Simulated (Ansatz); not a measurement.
Consider MgO in the rock salt structure (space group Fm-3m, No. 225; a = 4.1592 Å). Axes: x, y, z lie along the cube axes.

Computed with LDA in Ansatz (plane waves to 420 eV, PAW, without spin-orbit coupling).

Strains are applied to the cell and any free atomic positions relax; under biaxial strain the out-of-plane vector relaxes too.

One change was made to it. Results:

```tsv
quantity	base	after
band gap	5.03 eV	4.64 eV
valence-band top at Γ (three highest levels, from the VBM)	0.00, 0.00, 0.00 eV	0.00, -0.17, -0.17 eV
energy relative to the base (free energy F)	0 meV/atom	+6.4 meV/atom
```

Q: Which change produced these results?
A. biaxial strain +0.42 %, plane normal [111], relaxed out of plane
B. biaxial strain +1.67 %, plane normal [111], relaxed out of plane
C. biaxial strain +2.50 %, plane normal [111], relaxed out of plane

A: B, biaxial strain +1.67 %, plane normal [111], relaxed out of plane. For comparison, the band gap in the other runs: biaxial strain +0.42 %, plane normal [111], relaxed out of plane gives 4.94 eV; biaxial strain +2.50 %, plane normal [111], relaxed out of plane gives 4.45 eV.

No phonon test of stability was made.

Ansatz is a quantum-chemistry and plane-wave program.
